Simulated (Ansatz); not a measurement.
Cost and result by functional for the surface energy of the (210) surface of fcc Cu in its 1x1 cell, outermost plane spacing 0.81 Å in the ideal cut, in Ansatz (plane waves, PAW). Single points on the PBE structure, on one kind of machine; costs are rough ratios of the slab run's core time (references not counted) to the cheapest single point. r2SCAN's cost holds its higher cutoff (500 against 420 eV). Differences are taken against r2SCAN for comparison alone: no measured value is at hand, so the table doesn't rank accuracy.

Set-up: 13 atoms, 9.7 Å thick at the start (thin: gaps and levels are the slab's own); mesh 11x9x1; 0.1 eV smearing; dipole correction on; all atoms relaxed; held to the part of the start's symmetry that mesh and held atoms allow; no spin, no spin-orbit, no U. These notes are the PBE run's.

```csv
functional,relative cost,surface energy (J/m²),less r2SCAN (J/m²)
LDA,1,2.15,0.25
PBEsol,1,1.99,0.09
RPBE,1,1.40,-0.50
r2SCAN,2,1.90,0.00
PBE (the relaxed run's value),–,1.63,-0.27
```

The values span 0.76 J/m², while the single points' costs differ by a factor of roughly 2. Differences are of unrounded values.

Ansatz is a quantum-chemistry and plane-wave program.
